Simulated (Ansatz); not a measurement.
CdO (model structure, started from the BeO type, P4₂/mnm, No. 136, 8 atoms in the cell) was calculated with LDA in Ansatz (PAW).

Input:

Ansatz 0.2 input:
```yaml
crystal:
  lattice:
    - [5.9907144498, 0.0, 0.0]
    - [0.0, 5.9907144498, 0.0]
    - [0.0, 0.0, 3.600700987]
  atoms:
    - { symbol: Cd, position: [0.3121207333, 0.6878792667, 0.0] }
    - { symbol: Cd, position: [0.6878792667, 0.3121207333, 0.0] }
    - { symbol: Cd, position: [0.8121207333, 0.8121207333, 0.5] }
    - { symbol: Cd, position: [0.1878792667, 0.1878792667, 0.5] }
    - { symbol: O, position: [0.3217154129, 0.3217154129, 0.0] }
    - { symbol: O, position: [0.6782845871, 0.6782845871, 0.0] }
    - { symbol: O, position: [0.1782845871, 0.8217154129, 0.5] }
    - { symbol: O, position: [0.8217154129, 0.1782845871, 0.5] }
basis:
  ecutwfc: 520
  ecutrho_ratio: 4
  xc_grid: 2
kpoints:
  mp_grid: { grid: [6, 6, 10] }
  band_path:
    path:
      - [0.0, 0.0, 0.0]
      - [0.0, 0.125, 0.0]
      - [0.0, 0.25, 0.0]
      - [0.0, 0.375, 0.0]
      - [0.0, 0.5, 0.0]
      - [0.125, 0.5, 0.0]
      - [0.25, 0.5, 0.0]
      - [0.375, 0.5, 0.0]
      - [0.5, 0.5, 0.0]
      - [0.428571, 0.428571, 0.0]
      - [0.357143, 0.357143, 0.0]
      - [0.285714, 0.285714, 0.0]
      - [0.214286, 0.214286, 0.0]
      - [0.142857, 0.142857, 0.0]
      - [0.071429, 0.071429, 0.0]
      - [0.0, 0.0, 0.0625]
      - [0.0, 0.0, 0.125]
      - [0.0, 0.0, 0.1875]
      - [0.0, 0.0, 0.25]
      - [0.0, 0.0, 0.3125]
      - [0.0, 0.0, 0.375]
      - [0.0, 0.0, 0.4375]
      - [0.0, 0.0, 0.5]
      - [0.0, 0.125, 0.5]
      - [0.0, 0.25, 0.5]
      - [0.0, 0.375, 0.5]
      - [0.0, 0.5, 0.5]
      - [0.125, 0.5, 0.5]
      - [0.25, 0.5, 0.5]
      - [0.375, 0.5, 0.5]
      - [0.5, 0.5, 0.5]
      - [0.428571, 0.428571, 0.5]
      - [0.357143, 0.357143, 0.5]
      - [0.285714, 0.285714, 0.5]
      - [0.214286, 0.214286, 0.5]
      - [0.142857, 0.142857, 0.5]
      - [0.071429, 0.071429, 0.5]
      - [0.0, 0.5, 0.0625]
      - [0.0, 0.5, 0.125]
      - [0.0, 0.5, 0.1875]
      - [0.0, 0.5, 0.25]
      - [0.0, 0.5, 0.3125]
      - [0.0, 0.5, 0.375]
      - [0.0, 0.5, 0.4375]
      - [0.5, 0.5, 0.0625]
      - [0.5, 0.5, 0.125]
      - [0.5, 0.5, 0.1875]
      - [0.5, 0.5, 0.25]
      - [0.5, 0.5, 0.3125]
      - [0.5, 0.5, 0.375]
      - [0.5, 0.5, 0.4375]
    npoints: 1
hamiltonian:
  xc: lda
  dispersion: none
  pseudopotentials: { kind: paw }
scf:
  occupations: { method: fermi_dirac, width: 0.01 }
  convergence: { dr2_threshold: 0.0000000008 }
output:
  forces: true
  stress: true
  eigenvalues: true
  write_bands: true
```

Output (set-up and result lines):

```
Crystal: 8 atoms, lattice volume = 129.224 Å³
Basis set: ecut = 520 eV, 3437 PW (Γ), exchange–correlation on 90×90×54 points (8 copies of the dense FFT grid, shifted against one another)
Bands: 63, of which v1, the nominal top of the filled ones, is band 52 counted from 1 (51 counted from 0)
Symmetry: 16 space group operations
Space group: P42/mnm (ITA 136), of the structure as read, at distance tolerance 5.1e-5 Å
k-points: 60 of 360
Functional: x = slater, c = lda
SCF iter   1: F=—  HF=-34690.270904 eV  |F-HF|=—  |Δ(HF+E_count)|=         —  Δρ=1.79e-2  dr2=3.89e-1
SCF iter   2: F=—  HF=-34690.175326 eV  |F-HF|=—  |Δ(HF+E_count)|=   9.56e-2  Δρ=5.30e-3  dr2=1.73e-2
  ...
SCF iter   8: F=—  HF=-34690.168847 eV  |F-HF|=—  |Δ(HF+E_count)|=   1.10e-8  Δρ=1.54e-6  dr2=5.77e-9
SCF iter   9: F=-34690.168847 eV  HF=-34690.168847 eV  |F-HF|=1.16e-10  |Δ(HF+E_count)|=  5.46e-10  Δρ=3.62e-7  dr2=2.37e-10
SCF 1 converged in 9 iterations: F = -34690.168847 eV  dr2 = 2.37e-10
SCF converged after 9 iterations
Free energy (F): -34690.168847 eV
Internal energy: -34690.168798 eV  (E = F + TS)
E sigma→0 (E₀):  -34690.168822 eV
Fermi energy:    8.764524 eV
--- Stress (GPa, compression-positive) ---
       -0.000855       0.000000       0.000000
        0.000000      -0.000855       0.000000
        0.000000       0.000000      -0.000167
  P = ⅓ Tr σ = -0.0006 GPa (-0.006 kbar)
```

The PAW data were made under PBE.

Note: the relaxation could raise the start's symmetry but not lower it, so the cell can be a saddle point.

A model structure was made by putting elements into a prototype or built by hand; it is no filed structure, need not be a known phase, and can be a saddle point held by its symmetry.

Ansatz is a program for electronic structure.
